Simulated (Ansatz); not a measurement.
Levels about the gap of amorphous Si16B10O47 (73 atoms in a cell of 1085 Å³, 2.00 g/cm³; zone centre alone, so wide bands show as single levels with stretches between that a denser mesh fills), at the geometry that PBE relaxed, where it gives 0.0 GPa on a denser mesh. The participation number counts the atoms over which a state spreads; weights are charges in smoothed Voronoi cells. The levels come from a single point, so bond lengths are those of that geometry. Method of the levels: r2SCAN, scalar-relativistic without spin-orbit coupling (Ansatz, a first-principles code). Sampling: the zone centre alone; Fermi-Dirac width 0.02 eV; no spin polarisation.

It comes from a melt-quench run on a machine-learned potential (CHGNet), relaxed afterwards by DFT. O atoms were pushed apart under 1.9 Å during the dynamics, to hinder bonds among them. The hot cell started wider than the set density and was brought back towards it in steps. It is the lowest in DFT energy of 2 quenches. It is a model cell: composition and starting density were chosen by hand, and all elements were melted together. No dispersion term was used. Its density started from a set value of 2.17 and ended at 2.00 g/cm³. Cooling (nominally 470 K/ps over its main leg) ran many orders faster than in experiment, which tends to leave more defects and strain. A cell of this size samples the disorder only roughly. Volume and shape were free in the relaxation.

```
E - E(highest filled), eV  filling  participation number        largest on  weight O  weight B  weight Si
-------------------------  -------  --------------------  ----------------  --------  --------  ---------
-0.31                       filled                  26.7   O, 2 neighbours      0.95      0.02       0.03
-0.24                       filled                  27.8   O, 2 neighbours      0.95      0.02       0.03
-0.23                       filled                  17.6   O, 2 neighbours      0.95      0.03       0.02
-0.13                       filled                  15.4   O, 2 neighbours      0.95      0.03       0.02
-0.12                       filled                  17.0   O, 2 neighbours      0.96      0.02       0.03
-0.06                       filled                  23.5   O, 2 neighbours      0.95      0.02       0.02
0.00                        filled                  15.5   O, 2 neighbours      0.95      0.03       0.02
6.05                         empty                  57.5   O, 2 neighbours      0.72      0.08       0.20
7.45                         empty                  23.2  Si, 4 neighbours      0.64      0.08       0.28
7.63                         empty                  10.8   B, 3 neighbours      0.44      0.49       0.07
7.69                         empty                  30.5   B, 3 neighbours      0.56      0.25       0.18
7.77                         empty                  27.5   B, 3 neighbours      0.54      0.24       0.22
7.88                         empty                  42.5   O, 2 neighbours      0.63      0.19       0.17
7.97                         empty                  26.1   B, 3 neighbours      0.53      0.33       0.14
```

Most localised among these is the empty level at +7.63 eV, on a B atom, which has 3 neighbours (O 1.37 Å, O 1.38 Å, O 1.38 Å).
